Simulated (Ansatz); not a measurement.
C (model structure, Cmmm, No. 65, 8 atoms in the cell) was calculated with r²SCAN+rVV10 in Ansatz (plane waves, PAW).

Run with plane-wave cutoff 560 eV, 10×10×14 k mesh (along the axes of the cell as run), Fermi–Dirac smearing 0.01 eV, scalar-relativistic PAW data made under PBE.

Cell (relaxed at this level):

```cif
data_C8
_chemical_formula_sum 'C8'
_space_group_name_H-M_alt 'P 1'
_space_group_IT_number 1
_cell_length_a 4.85306
_cell_length_b 4.85306
_cell_length_c 2.50300
_cell_angle_alpha 90.000
_cell_angle_beta 90.000
_cell_angle_gamma 128.224
loop_
_space_group_symop_operation_xyz
  'x, y, z'
loop_
_atom_site_label
_atom_site_type_symbol
_atom_site_fract_x
_atom_site_fract_y
_atom_site_fract_z
_atom_site_occupancy
C1 C 0.40464 0.22622 0.00000 1
C2 C 0.59536 0.77378 0.00000 1
C3 C 0.22622 0.40464 0.00000 1
C4 C 0.77378 0.59536 0.00000 1
C5 C 0.01859 0.35176 0.50000 1
C6 C 0.98141 0.64824 0.50000 1
C7 C 0.35176 0.01859 0.50000 1
C8 C 0.64824 0.98141 0.50000 1
```

Problem. Predict the band gap, smallest direct gap on the k points sampled and Γ–Γ gap.

Solution. 
band gap: 3.50 eV (indirect)
smallest direct gap on the k points sampled: 5.31 eV
Γ–Γ gap: 6.12 eV

Note: the relaxation could raise the start's symmetry but not lower it, so the cell can be a saddle point.

The computed numbers hold no vibrational or temperature effects.

A model structure was made by putting elements into a prototype or built by hand; it is no filed structure, need not be a known phase, and can be a saddle point held by its symmetry.

Ansatz is a first-principles code.
